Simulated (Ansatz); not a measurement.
Short convergence ladders for ZnCu2SnS4 (Fmm2, 8 atoms in the cell)

```
CELL_PARAMETERS angstrom
     -2.68500     2.68500     5.36861
      2.68500    -2.68500     5.36861
      2.68500     2.68500    -5.36861
ATOMIC_POSITIONS crystal
  Zn 0.00466 0.00466 0.00000
  Cu 0.25000 0.75000 0.50000
  Cu 0.75000 0.25000 0.50000
  Sn 0.50000 0.50000 0.00000
  S  0.89122 0.37530 0.00000
  S  0.62470 0.62470 0.51592
  S  0.37530 0.89122 0.00000
  S  0.10878 0.10878 0.48408
```

Base method: LDA (PW92), default PAW files made with PBE (plane waves; Ansatz, a program for electronic structure).

Base settings: basis.ecutwfc = 420 eV; kpoints.mp_grid.grid = 5 5 5; hamiltonian.xc = lda; hamiltonian.pseudopotentials = {kind: paw} (the program's default PAW files); scf.occupations.method = fermi_dirac; scf.occupations.width = 0.1 eV.

The count of work is k-points × plane waves × bands × iterations; it is no time. 

**The k-point mesh**

The second cell is the first with its lattice scaled by 0.98.

Only quantities that move along the ladder and can be compared are tabulated.

```tsv
kpoints.mp_grid.grid	free energy less the last step's (meV/atom)	energy of the compressed cell less the first (meV/atom)	pressure (GPa)	largest difference of a force vector from the last step's (eV/Å)	count of work / last
2 2 2	19.58	5.79	-1.69	0.070	0.029
4 4 4	0.43	3.60	-2.09	0.006	0.11
5 5 5	0.04	3.48	-2.12	0.001	0.16
7 7 7	-0.02	3.41	-2.13	0.000	0.37
9 9 9	0.00	3.39	-2.13	0.000	0.73
10 10 10	0.00	3.39	-2.13	0.000	1.0
```

Coarsest kpoints.mp_grid.grid that holds the free energy within 1 meV/atom of the last step, with all finer ones: 4 4 4, at 0.11 of the last step's count of work; the step before is off by 20 meV/atom.

Coarsest kpoints.mp_grid.grid that holds the energy of the compressed cell less the first within 1 meV/atom of the last step, with all finer ones: 4 4 4, at 0.11 of the last step's count of work; the step before is off by 2.4 meV/atom.

Coarsest kpoints.mp_grid.grid that holds the forces within 0.02 eV/Å of the last step, with all finer ones: 4 4 4, at 0.11 of the last step's count of work; the step before is off by 0.070 eV/Å.

**The k-point mesh at a smearing width of 0.02 eV**

In this ladder: scf.occupations.width = 0.02 eV.

Only quantities that move along the ladder and can be compared are tabulated.

| kpoints.mp_grid.grid | free energy less the last step's (meV/atom) | largest difference of a force vector from the last step's (eV/Å) | count of work / last |
|---|---|---|---|
| 3 3 3 | 4.35 | 0.013 | 0.032 |
| 5 5 5 | 0.34 | 0.002 | 0.096 |
| 7 7 7 | 0.06 | 0.001 | 0.23 |
| 10 10 10 | 0.01 | 0.000 | 0.61 |
| 12 12 12 | 0.00 | 0.000 | 1.0 |

Coarsest kpoints.mp_grid.grid that holds the free energy within 1 meV/atom of the last step, with all finer ones: 5 5 5, at 0.096 of the last step's count of work; the step before is off by 4.4 meV/atom.

Coarsest kpoints.mp_grid.grid that holds the forces within 0.01 eV/Å of the last step, with all finer ones: 5 5 5, at 0.096 of the last step's count of work; the step before is off by 0.013 eV/Å.

**The k-point mesh at a smearing width of 0.3 eV**

In this ladder: scf.occupations.width = 0.3 eV.

Only quantities that move along the ladder and can be compared are tabulated.

```csv
kpoints.mp_grid.grid,free energy less the last step's (meV/atom),largest difference of a force vector from the last step's (eV/Å),count of work / last
3 3 3,1.14,0.011,0.023
5 5 5,0.00,0.000,0.096
7 7 7,0.00,0.000,0.23
10 10 10,0.00,0.000,0.61
12 12 12,0.00,0.000,1.0
```

Coarsest kpoints.mp_grid.grid that holds the forces within 0.01 eV/Å of the last step, with all finer ones: 5 5 5, at 0.096 of the last step's count of work; the step before is off by 0.011 eV/Å.

Coarsest kpoints.mp_grid.grid that holds the free energy within 0.5 meV/atom of the last step, with all finer ones: 5 5 5, at 0.096 of the last step's count of work; the step before is off by 1.1 meV/atom.

On the base run: the starting cell comes from a database of computed structures (which also holds hypothetical and non-ambient phases and stackings), without a prior relaxation at this level. Its lattice was rescaled by up to half a per cent. One atom was moved a little off its site on purpose. Spin polarisation is off. Ansatz's pressure includes its estimate of the finite-basis (Pulay) stress. The run gives no clean gap (levels at the Fermi energy touch, overlap or are partly filled at this smearing), which alone does not show that the compound is a metal.

Keys are those of Ansatz 0.2.
